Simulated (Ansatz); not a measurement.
The starting structures come from a database of crystals and need not be the phases stable at ambient conditions.

Consider the following.

```
O2Si
1.0
    4.11412     0.00000     0.00000
    0.00000     5.08125     0.00000
    0.00000     0.00000     4.52716
Si O
4 8
Direct
  0.50000   0.65231   0.75000
  0.50000   0.34769   0.25000
  0.00000   0.84769   0.25000
  0.00000   0.15231   0.75000
  0.73090   0.38242   0.57997
  0.26910   0.61758   0.42003
  0.76910   0.11758   0.07997
  0.23090   0.88242   0.92003
  0.23090   0.11758   0.42003
  0.76910   0.88242   0.57997
  0.26910   0.38242   0.92003
  0.73090   0.61758   0.07997
```

Space group of this cell: Pbcn. The cell is taken as given; by r2SCAN its mean pressure is -9.7 GPa.

Calculation: r2SCAN (plane waves, PAW; Ansatz, a quantum-chemistry and plane-wave program).

The current runs along the normal of the first two printed vectors; no spin-orbit coupling. Scaled by the factor s: all lengths (ions clamped). Meshes 8×6×8 and 8×6 across the current in all rows.

```csv
s,mean pressure (GPa),slowest mid-gap decay constant κ (1/Å)
0.98,11.2,?
1.00,-9.7,0.398
1.02,-25.5,0.355
```

Problem. Take the slope of the slowest mid-gap decay constant κ against ln s from the two given rows, extrapolate to s = 0.98, and say what the run there gives.

Solution. Slope = (0.355 − 0.398) / ln 1.02 = -2.17 1/Å. The line gives 0.398 + (-2.17) × ln 0.98 = 0.442 1/Å. The run gives 0.441 1/Å, 0.001 1/Å under the line, 2 % of the predicted step.
